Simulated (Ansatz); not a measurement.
Relaxed 16-atom cells of (Ru,Os) in the hexagonal close-packed type, of low symmetry and near-random order, with the end members in the same type and cell. Left out are ordered and sheared cells and those that changed their type; one cell stands for each fraction.

These are PBE (plane waves to 420 eV, PAW; Ansatz, an electronic-structure program) values and carry that method's errors. Spin–orbit coupling is left out; the runs are not spin-polarised.

```json
[
 {"cell": "Ru", "fraction of Os": "0", "volume (Å³/atom)": "13.77"},
 {"cell": "OsRu7", "fraction of Os": "0.1250", "volume (Å³/atom)": "withheld"},
 {"cell": "OsRu", "fraction of Os": "0.5000", "volume (Å³/atom)": "14.03"},
 {"cell": "Os3Ru", "fraction of Os": "0.7500", "volume (Å³/atom)": "14.15"},
 {"cell": "Os7Ru", "fraction of Os": "0.8750", "volume (Å³/atom)": "14.21"},
 {"cell": "Os", "fraction of Os": "1", "volume (Å³/atom)": "14.28"}
]
```

Q: Fit y = y0 + (y1 − y0) x − b x (1 − x), with y0 and y1 the end rows to the rows shown by least squares, with x the second column and y the third, and predict the withheld row.

A: The fit gives b = 0.00, with a root-mean-square miss of 0.004 on the rows shown. At x = 0.1250 it predicts 13.83; the run gives 13.83, a miss of 0.00.
